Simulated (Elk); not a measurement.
## A self-consistent single point of SiNi (Pmmn, 4 atoms in the cell) with Elk

Computed with PBEsol, all-electron FP-LAPW, Elk's shipped species files, APW+lo basis with extra local orbitals (Elk 10.2.4).

This input was run:

```
tasks
  0

xctype
  22

tforce
  .true.

rgkmax
  8.0

gmaxvr
  18.0

lmaxapw
  10

lmaxo
  8

nxlo
  2

lorbcnd
  .true.

lradstp
  2

nrmtscf
  2.0

rmtscf
  0.9

lmaxi
  4

swidth
  0.00183747

maxscl
  100

avec
    5.5804935268    0.0000000000    0.0000000000
    0.0000000000    6.2206212440    0.0000000000
    0.0000000000    0.0000000000    8.8700361680

sppath
  './'

atoms
  2
  'Si.in'
  2
  0.0000000000  0.0000000000  0.1568600000    0.0 0.0 0.0
  0.5000000000  0.5000000000  0.8431400000    0.0 0.0 0.0
  'Ni.in'
  2
  0.0000000000  0.0000000000  0.6575000000    0.0 0.0 0.0
  0.5000000000  0.5000000000  0.3425000000    0.0 0.0 0.0

ngridk
  8 7 5
```

The program printed (abridged):

```
│ Elk code version 10.2.4 │

All units are atomic (Hartree, Bohr, etc.)

│ Ground-state run starting from atomic densities │

Lattice vectors :
   5.580493527       0.000000000       0.000000000
   0.000000000       6.220621244       0.000000000
   0.000000000       0.000000000       8.870036168

Unit cell volume      :    307.9156470
Brillouin zone volume :   0.8055784622

Muffin-tin inner radius fraction :   0.1000000000E-01

Nuclei treated as point charges

Species :    1 (Si)
 parameters loaded from : Si.in
 name : silicon
 nuclear charge    :   -14.00000000
 electronic charge :    14.00000000
 atomic mass :    51196.73454
 muffin-tin radius :    1.980000000
 number of radial points in muffin-tin :    799
 atomic positions (lattice), magnetic fields (Cartesian) :
   1 :   0.25000000  0.25000000  0.15686000    0.00000000  0.00000000  0.00000000
   2 :  -0.25000000 -0.25000000 -0.15686000    0.00000000  0.00000000  0.00000000

Species :    2 (Ni)
 parameters loaded from : Ni.in
 name : nickel
 nuclear charge    :   -28.00000000
 electronic charge :    28.00000000
 atomic mass :    106991.5230
 muffin-tin radius :    2.160000000
 number of radial points in muffin-tin :    999
 atomic positions (lattice), magnetic fields (Cartesian) :
   1 :   0.25000000  0.25000000 -0.34250000    0.00000000  0.00000000  0.00000000
   2 :  -0.25000000 -0.25000000  0.34250000    0.00000000  0.00000000  0.00000000

Total number of atoms per unit cell :    4

Spin treatment :
 spin-unpolarised

Number of Bravais lattice symmetries :    8
Number of crystal symmetries         :    8
Crystal has inversion symmetry
Real symmetric eigensolver will be used

k-point grid :      8     7     5
k-point offset :    0.000000000       0.000000000       0.000000000
k-point set is reduced with full crystal symmetry group
Total number of k-points :       60

Muffin-tin radius times maximum |G+k| :    8.000000000
 using average radius
   [... lines left out ...]
Maximum |G| for potential and density :    18.00000000
 potential will be trimmed for |G| > 2 gkmax
Constant for pseudocharge density :   10
Radial integration step length :    2

G-vector grid sizes :     32    36    54
Number of G-vectors :    30223

Maximum angular momentum used for
 APW functions                      :   10
 outer part of muffin-tin           :    8
 inner part of muffin-tin           :    4

Total nuclear charge    :   -84.00000000
Total core charge       :    44.00000000
Total valence charge    :    40.00000000
Total excess charge     :    0.000000000
Total electronic charge :    84.00000000

Effective Wigner radius, rₛ :   0.9565065633

Number of empty states         :   16
Total number of valence states :   36
Total number of core states    :   44

Conduction state local-orbitals added automatically
Total number of local-orbitals :  422

Exchange-correlation functional :     22     0     0
 PBEsol, Phys. Rev. Lett. 100, 136406 (2008)
 gradient requirement :    1
 generalised gradient approximation (GGA)

Smearing type :    3
 Fermi-Dirac
Smearing width :   0.1837470000E-02
Effective electronic temperature (K) :    580.2271348

Mixing type :    3
 Broyden mixing, J. Phys. A: Math. Gen. 17, L317 (1984)

Kohn-Sham potential initialised from atomic data
│ Self-consistent loop started │
│ Loop number : 1 │
 total energy                :     -3637.14698875
│ Loop number : 2 │
 total energy                :     -3636.26791012
RMS change in Kohn-Sham potential (target) :   0.3556116440     (  0.1000000000E-05)
Absolute change in total energy (target)   :   0.8790786376     (  0.1000000000E-03)
│ Loop number : 3 │
 total energy                :     -3637.18459161
RMS change in Kohn-Sham potential (target) :   0.3568477216     (  0.1000000000E-05)
Absolute change in total energy (target)   :   0.6969118336     (  0.1000000000E-03)
│ Loop number : 4 │
 total energy                :     -3633.54972808
RMS change in Kohn-Sham potential (target) :   0.2878580941     (  0.1000000000E-05)
Absolute change in total energy (target)   :    3.460635572     (  0.1000000000E-03)
│ Loop number : 5 │
 total energy                :     -3625.35741125
RMS change in Kohn-Sham potential (target) :   0.1327116084     (  0.1000000000E-05)
Absolute change in total energy (target)   :    9.057475718     (  0.1000000000E-03)
   [... lines left out ...]
Absolute change in total energy (target)   :   0.5193567510E-02 (  0.1000000000E-03)
│ Loop number : 13 │
 total energy                :     -3618.24531769
RMS change in Kohn-Sham potential (target) :   0.1775355853E-05 (  0.1000000000E-05)
Absolute change in total energy (target)   :   0.1621259098E-02 (  0.1000000000E-03)
│ Loop number : 14 │
 total energy                :     -3618.24543180
RMS change in Kohn-Sham potential (target) :   0.4752514778E-06 (  0.1000000000E-05)
Absolute change in total energy (target)   :   0.5194275318E-03 (  0.1000000000E-03)
│ Loop number : 15 │
 total energy                :     -3618.24547113
RMS change in Kohn-Sham potential (target) :   0.7968411887E-06 (  0.1000000000E-05)
Absolute change in total energy (target)   :   0.1691803095E-03 (  0.1000000000E-03)
│ Loop number : 16 │
 total energy                :     -3618.24541416
RMS change in Kohn-Sham potential (target) :   0.9223352476E-07 (  0.1000000000E-05)
Absolute change in total energy (target)   :   0.1467438915E-04 (  0.1000000000E-03)
Convergence targets achieved

│ Loop number : 17 │

Energies :
 Fermi                       :     0.415513337821
 sum of eigenvalues          :     -2051.02851923
 electron kinetic            :      3667.69411503
 core electron kinetic       :      3339.51133909
 Coulomb                     :     -7120.44070742
 Coulomb potential           :     -5502.10558732
 nuclear-nuclear             :     -513.576348904
 electron-nuclear            :     -7711.62312972
 Hartree                     :      1104.75877120
 Madelung                    :     -4369.38791376
 xc potential                :     -216.617046945
 exchange                    :     -161.141082870
 correlation                 :     -4.35743793754
 electron entropic           :    -0.296712512715E-03
 total energy                :     -3618.24540991

Density of states at Fermi energy :    26.83860314
 (states/Hartree/unit cell)

Estimated indirect band gap :   0.3980655141E-02
 from k-point     14 to k-point     48
Estimated direct band gap   :   0.1249466490E-01
 at k-point     59

Charges :
 core                        :    44.00000000
 valence                     :    40.00000000
 interstitial                :    6.673416453
 muffin-tins (core leakage)
  species :    1 (Si)
   atom    1                 :    11.72699724     (  0.4137939460E-02)
   atom    2                 :    11.72699724     (  0.4137939460E-02)
  species :    2 (Ni)
   atom    1                 :    26.93629453     (  0.1028338110E-02)
   atom    2                 :    26.93629453     (  0.1028338110E-02)
 total in muffin-tins        :    77.32658355
 total calculated charge     :    83.98947673
 total charge                :    84.00000000
 error                       :   0.1052326897E-01

│ Self-consistent loop stopped │

Forces :
 species :    1 (Si)
  atom :    1
   Hellmann-Feynman          :    -0.00000000   -0.00000000    0.09811136
   IBS                       :     0.00000000    0.00000000   -0.09665552
   total force               :     0.00000000    0.00000000    0.00145584
   total magnitude           :     0.00145584
  atom :    2
   Hellmann-Feynman          :    -0.00000000   -0.00000000   -0.09811136
   IBS                       :     0.00000000    0.00000000    0.09665552
   total force               :     0.00000000    0.00000000   -0.00145584
   total magnitude           :     0.00145584
 species :    2 (Ni)
  atom :    1
   Hellmann-Feynman          :    -0.00000000    0.00000000    0.00123093
   IBS                       :     0.00000000   -0.00000000   -0.00145256
   total force               :    -0.00000000    0.00000000   -0.00022163
   total magnitude           :     0.00022163
  atom :    2
   Hellmann-Feynman          :     0.00000000   -0.00000000   -0.00123093
   IBS                       :    -0.00000000    0.00000000    0.00145256
   total force               :     0.00000000    0.00000000    0.00022163
   total magnitude           :     0.00022163
```

The run converged in 17 iterations. The count includes the last loop, which Elk runs after its targets are met.

The starting cell comes from a database of computed structures (which also holds hypothetical and non-ambient phases and stackings), without a prior relaxation at this level. Its lattice was rescaled by a random factor within 2.5 % of one. Spin polarisation is off. Values depend on the basis (sphere radii, cutoffs, local orbitals), which need not be converged. The log's line on a gap gives a spacing of levels on this mesh, which the program prints for metals too.

Cost on one core of a shared machine: roughly 7 min.
